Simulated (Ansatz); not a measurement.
## A computed series for SiC: response to strain

Take SiC in the zinc blende structure (space group F-43m, No. 216; a = 4.3290 Å) as the base. Axes: x, y, z lie along the cube axes.

Strains are applied to the cell and any free atomic positions relax; under biaxial strain the out-of-plane vector relaxes too.

Computed with DFT with LDA, PAW potentials and a 420 eV plane-wave cutoff in Ansatz (a program for electronic structure), without spin-orbit coupling.

Notes on the quantities. energy relative to the base: free energy F.

| biaxial strain, plane normal [001], relaxed out of plane (%) | energy relative to the base (meV/atom) |
|---|---|
| 0 | 0.0 |
| 0.5 | 0.7 |
| 1 | 2.8 |
| 1.5 | ? |
| 2 | 10.8 |
| 2.5 | 16.7 |
| 3 | 23.8 |

Problem. Fit ΔE = Aε² + Bε³ (ε in %) to the rows shown and predict the withheld row.

Solution. Least squares on the printed values gives A = 2.82 and B = -0.059 meV/atom (largest residual 0.0 meV/atom); this predicts 6.1 meV/atom, and the run gives 6.1 meV/atom, in agreement.

Whether these cells are dynamically stable was not tested.
